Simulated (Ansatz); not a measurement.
Worked example: zone-centre phonon calculation of MgPd (Pm-3m, 2 atoms in the cell) in Ansatz (a program for electronic structure).

Computed with LDA (PW92), default PAW files made with PBE (plane waves; Ansatz).

```yaml
crystal:
  lattice:
    - [3.13960, 0.00000, 0.00000]
    - [0.00000, 3.13960, 0.00000]
    - [0.00000, 0.00000, 3.13960]
  atoms:
    - { symbol: Mg, position: [0.00000, 0.00000, 0.00000] }
    - { symbol: Pd, position: [0.50000, 0.50000, 0.50000] }
```

Reference input (self-consistent single point, DFT, LDA (PW92), plane waves, default PAW files made with PBE): basis.ecutwfc = 420 eV; kpoints.mp_grid.grid = 11 11 11; hamiltonian.xc = lda; hamiltonian.pseudopotentials = {kind: paw} (the program's default PAW files); scf.occupations.method = gaussian; scf.occupations.width = 0.1 eV. This run's input differs from it in these lines:

```diff
@@ -18,6 +18,4 @@
   occupations: { method: gaussian, width: 0.1 }
-output:
-  forces: true
-  eigenvalues: true
-  stress: true
+phonons:
+  method: dfpt
```

Output, abridged:

```
SCF iter   1: F=—  HF=-8747.644620 eV  |F-HF|=—  |Δ(HF+E_count)|=         —  Δρ=1.07e-2  dr2=2.65e-2  ethr=1.77e-3  ⟨swp⟩=5.0  Hψ=10571  notcnv=0
all-band conjugate gradients solve this SCF's bands
preconditioner: auto → none
SCF iter   2: F=—  HF=-8747.636881 eV  |F-HF|=—  |Δ(HF+E_count)|=   7.74e-3  Δρ=5.07e-3  dr2=6.89e-3  ethr=9.45e-5  ⟨swp⟩=1.9  Hψ=4421  notcnv=0
SCF iter   3: F=—  HF=-8747.635163 eV  |F-HF|=—  |Δ(HF+E_count)|=   1.72e-3  Δρ=6.50e-4  dr2=3.85e-5  ethr=2.46e-5  ⟨swp⟩=2.6  Hψ=3723  notcnv=0
SCF iter   4: F=—  HF=-8747.635157 eV  |F-HF|=—  |Δ(HF+E_count)|=   6.17e-6  Δρ=1.56e-4  dr2=6.20e-6  ethr=1.37e-7  ⟨swp⟩=2.0  Hψ=3931  notcnv=0
SCF iter   5: F=—  HF=-8747.635159 eV  |F-HF|=—  |Δ(HF+E_count)|=   2.37e-6  Δρ=2.04e-5  dr2=7.64e-8  ethr=2.21e-8  ⟨swp⟩=2.0  Hψ=2793  notcnv=0
SCF iter   6: F=—  HF=-8747.635157 eV  |F-HF|=—  |Δ(HF+E_count)|=   1.64e-6  Δρ=1.36e-6  dr2=3.02e-10  ethr=2.73e-10  ⟨swp⟩=2.5  Hψ=3454  notcnv=0
SCF iter   7: F=-8747.635157 eV  HF=-8747.635157 eV  |F-HF|=0.00e0  |Δ(HF+E_count)|=  2.18e-11  Δρ=7.77e-8  dr2=5.55e-13  ethr=1.00e-12  ⟨swp⟩=6.0  Hψ=9605  notcnv=0
SCF 1 converged in 7 iterations: F = -8747.635157 eV  dr2 = 5.55e-13
DFPT response loops at Γ: preconditioner auto → Kerker (q_TF=auto, 2.683 Å⁻¹) (partly filled bands, converged f_vac=0.000) …
Free energy (F): -8747.635157 eV
Internal energy: -8747.629748 eV  (E = F + TS)
E sigma→0 (E₀):  -8747.632453 eV
Entropy (-TS):   -0.005409 eV (-2.705 meV/atom)
Fermi energy:    13.778336 eV
--- Phonons (Γ-DFPT): 2 representative perturbations + reference, on 126 of 1331 k-points (Σ response iterations 7) ---
  k mesh reduced under 8 symmetry operations, with k and −k counted as one. Each operation leaves every solved perturbation unchanged …
  ASR residual: 1.204e-5 → 0.000e0 eV/Å²; symmetrization residual: 1.315e-6 eV/Å²
  ASR residual per site (eV/Å²): 1.20e-5 4.95e-6
  Γ frequencies (cm⁻¹): 0.00 0.00 0.00 238.20 238.20 238.20
  non-analytic LO–TO correction: not included (Born effective charges unavailable; polar crystals: no LO–TO splitting at Γ)
```

The run converged in 7 iterations. 

Summary of the result:
Free energy E − TS (on the zero of these files): -8747.6352 eV
Fermi level (on the code's own zero): 13.78 eV
Zone-centre frequencies (cm⁻¹; negative means imaginary): 0, 0, 0, 238, 238, 238

The starting cell comes from a database of computed structures (which also holds hypothetical and non-ambient phases and stackings), without a prior relaxation at this level. Its lattice was rescaled by up to half a per cent. Spin polarisation is off.

Keys are those of Ansatz 0.2.
